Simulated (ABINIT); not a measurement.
ABINIT is run on TcSe2 (P1, 3 atoms in the cell), and the run fails. The aim is a self-consistent single point with DFT, LDA (PW92), plane waves, norm-conserving pseudopotentials (PseudoDojo nc-sr-04 LDA standard).

The input file:

```
# TcSe2, PseudoDojo nc-sr-04 LDA standard
pp_dirpath "./"
pseudos "Tc.upf, Se.upf"
acell 3*1.0 Angstrom
rprim
         0.0000000000    2.9916950000    2.9916950000
         2.9916950000    0.0000000000    2.9916950000
         2.9916950000    2.9916950000    0.0000000000
natom 4
ntypat 2
znucl 43 34
typat 1 2 2
xred
         0.9937380000    0.9986870000    0.0205980000
         0.2382880000    0.2512800000    0.2545320000
         0.7679730000    0.7500320000    0.7248700000
ecut 44
ixc 7
occopt 7
tsmear 0.1 eV
nband 31
kptopt 1
ngkpt 4 4 4
nshiftk 1
shiftk 0 0 0
nstep 100
tolvrs 1.0e-12
prtwf 0
prtden 0
prtvol 1
```

Output, abridged:

```
 ++++++++++++++++++++++++++++++++++++++++++++++++++++++++++++++++++++++++++++++

 Netcdf library supports MPI-IO
-instrng: 30 lines of input have been read from file run.abi

 For atom type 1, psp file is ./Tc.upf
 For atom type 2, psp file is ./Se.upf

 inpspheads: deduce mpsang = 3, n1xccc = 2501.

=======================================================
 invars1m : enter jdtset= 0

--- !WARNING
src_file: m_parser.F90
src_line: 353
message: |
    Attempted to read ndig: 4 integer digits
    from string(1:ndig)= `XRED` to initialize an integer variable
    iomsg: Bad integer for item 1 in list input
...

--- !ERROR
src_file: m_parser.F90
src_line: 2071
mpi_rank: 0
message: |
    An error occurred reading data for keyword ` TYPAT`,
    looking for 4 elements.
    There is a problem with the input string:
     XRED 0.9937380000 0.9986870000 0.0205980000 0.2382880000 0.2512800000 0.2545320000 0.7679730000 0.7500320000 0.7248700000 ECUT 44 IXC 7 OCCOPT 7 TSMEAR 0.1 EV NBAND 31 KPTOPT 1 NGKPT 4 4 4 NSHIFTK 1 SHIFTK 0 0 0 NSTEP 100 TOLVRS 1.0E-12 PRTWF 0 [...]
    Maybe a disagreement between the declared dimension of the array,
    and the number of items provided.
    Action: correct your input file and especially the keyword:  TYPAT
...

 abinit_abort: decision taken to exit. Check above messages for more info
Abort(13) on node 0 (rank 0 in comm 0): application called MPI_Abort(MPI_COMM_WORLD, 13) - process 0

--- !ERROR
src_file: m_parser.F90
src_line: 2071
mpi_rank: 0
message: |
    An error occurred reading data for keyword ` TYPAT`,
    looking for 4 elements.
    There is a problem with the input string:
     XRED 0.9937380000 0.9986870000 0.0205980000 0.2382880000 0.2512800000 0.2545320000 0.7679730000 0.7500320000 0.7248700000 ECUT 44 IXC 7 OCCOPT 7 TSMEAR 0.1 EV NBAND 31 KPTOPT 1 NGKPT 4 4 4 NSHIFTK 1 SHIFTK 0 0 0 NSTEP 100 TOLVRS 1.0E-12 PRTWF 0 [...]
    Maybe a disagreement between the declared dimension of the array,
    and the number of items provided.
    Action: correct your input file and especially the keyword:  TYPAT
...
```

Q: Read the log: what does the program object to, and what is the fix?

A: The fault is an atom count that does not match the list of atoms; here the program stops on it instead of giving results. To fix it, make the count match the list. The program stopped before any SCF iteration.

The sound input it was made from differs as follows (other fixes are possible):
```diff
-natom 4
+natom 3
```

With that input, the run converged in 13 iterations: free energy E − TS -8906.32 eV; Fermi level (on the code's own zero) 9.48 eV; pressure -0.28 GPa; largest force (vector length) 1.299 eV/Å (DFT, LDA (PW92), plane waves, norm-conserving pseudopotentials (PseudoDojo nc-sr-04 LDA standard)).

On the sound input: the starting cell was generated: these elements placed on a structure prototype, without a prior relaxation; it need not be a known phase or ordering of this composition. Its atoms were displaced at random from the sites of space group no. 225. Spin polarisation is off; with an odd number of electrons in the cell that forces a metal, and a magnetic state may lie lower. Forces in this geometry exceed 1 eV/Å. Without a gap this mesh is coarse (it stands for a supercell whose shortest vector is 17 Å).
